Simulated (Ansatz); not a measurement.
**SrGaHO2 (model structure, started from the SrVO2H type, P4/mmm, No. 123, 5 atoms in the cell)**

All values below come from PBEsol in Ansatz (PAW).

Numerical settings: plane-wave cutoff 520 eV, 10×10×10 k mesh, Fermi–Dirac smearing 0.01 eV, scalar-relativistic PAW data made under PBE.

Cell (relaxed at this level):

```cif
data_HGaO2Sr
_chemical_formula_sum 'Sr1 Ga1 O2 H1'
_space_group_name_H-M_alt 'P4/mmm'
_space_group_IT_number 123
_space_group_name_Hall '-P 4 2'
_cell_length_a 3.93655
_cell_length_b 3.93655
_cell_length_c 3.58103
_cell_angle_alpha 90.000
_cell_angle_beta 90.000
_cell_angle_gamma 90.000
loop_
_atom_site_label
_atom_site_type_symbol
_atom_site_symmetry_multiplicity
_atom_site_Wyckoff_symbol
_atom_site_fract_x
_atom_site_fract_y
_atom_site_fract_z
_atom_site_occupancy
Sr1 Sr 1 d 0.50000 0.50000 0.50000 1
Ga1 Ga 1 a 0.00000 0.00000 0.00000 1
O1 O 2 f 0.00000 0.50000 0.00000 1
H1 H 1 b 0.00000 0.00000 0.50000 1
```

* **band gap**: 0.85 eV
* **smallest direct gap on the k points sampled**: 0.95 eV
* **direct gap at Γ**: 5.48 eV

Note: the relaxation could raise the start's symmetry but not lower it, so the cell can be a saddle point.

Spin–orbit coupling is not included.

Static lattice: no zero-point or thermal effects.

A model structure was made by putting elements into a prototype or built by hand; it is no filed structure, need not be a known phase, and can be a saddle point held by its symmetry.

Ansatz is an electronic-structure program.
